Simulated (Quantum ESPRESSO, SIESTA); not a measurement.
A Quantum ESPRESSO input for a self-consistent single point of La3Al (Pm-3m, 4 atoms in the cell) (DFT, PBEsol, plane waves, GBRV 1.5 ultrasoft (PBESOL) pseudopotentials):

```fortran
&control
   calculation = 'scf'
   prefix = 'run'
   outdir = './tmp/'
   pseudo_dir = './'
   verbosity = 'high'
   tprnfor = .true.
   tstress = .true.
/
&system
   ibrav = 1
   A = 4.97745000
   nat = 4
   ntyp = 2
   ecutwfc = 40
   ecutrho = 200
   occupations = 'smearing'
   smearing = 'gaussian'
   degauss = 0.0147
/
&electrons
   conv_thr = 1.0d-10
   mixing_beta = 0.3
/
ATOMIC_SPECIES
La   138.9055  la_pbesol_v1.uspp.F.UPF
Al    26.9815  al_pbesol_v1.uspp.F.UPF
ATOMIC_POSITIONS crystal
La    0.00000000    0.50000000    0.50000000
La    0.50000000    0.00000000    0.50000000
La    0.50000000    0.50000000    0.00000000
Al    0.00000000    0.00000000    0.00000000
K_POINTS automatic
9 9 9  0 0 0
```

Write the same calculation as an input for SIESTA.

This is the input that was run; spellings and numerical settings could be chosen otherwise.

```
# files in the folder: La.psml Al.psml (PseudoDojo PBEsol standard)
SystemName  La3Al
SystemLabel la3al

NumberOfAtoms                4
NumberOfSpecies              2
%block ChemicalSpeciesLabel
  1 57 La
  2 13 Al
%endblock ChemicalSpeciesLabel
LatticeConstant              1.0 Ang
%block LatticeVectors
     4.977450000    0.000000000    0.000000000
     0.000000000    4.977450000    0.000000000
     0.000000000    0.000000000    4.977450000
%endblock LatticeVectors
AtomicCoordinatesFormat      ScaledCartesian
%block AtomicCoordinatesAndAtomicSpecies
     0.000000000    2.488725000    2.488725000  1
     2.488725000    0.000000000    2.488725000  1
     2.488725000    2.488725000    0.000000000  1
     0.000000000    0.000000000    0.000000000  2
%endblock AtomicCoordinatesAndAtomicSpecies

XC.functional                GGA
XC.authors                   PBEsol
PAO.BasisSize                DZP
PAO.EnergyShift              0.01 Ry
MeshCutoff                   350 Ry
%block kgrid.MonkhorstPack
    9   0   0  0.0
    0   9   0  0.0
    0   0   9  0.0
%endblock kgrid.MonkhorstPack
OccupationFunction           MP
OccupationMPOrder            0
ElectronicTemperature        2320.9 K

MaxSCFIterations             150
SCF.Mixer.Method             Pulay
SCF.Mixer.Weight             0.25
SCF.Mixer.History            6
SCF.DM.Tolerance             1.0E-05
Diag.ParallelOverK           true
WriteForces                  true
```

Basis, cutoffs, solver keys and any potentials are the target program's own. This input uses DFT, GGA PBEsol, numerical atomic orbitals DZP, PseudoDojo PBEsol standard norm-conserving potentials (rewritten from UPF to PSML). Both were run: pressure -2.03 GPa in Quantum ESPRESSO and -0.29 in SIESTA.

On SIESTA: the starting cell comes from a database of computed structures (which also holds hypothetical and non-ambient phases and stackings), without a prior relaxation at this level. Values carry the incompleteness of an atom-centred basis.

On Quantum ESPRESSO: the starting cell comes from a database of computed structures (which also holds hypothetical and non-ambient phases and stackings), without a prior relaxation at this level.
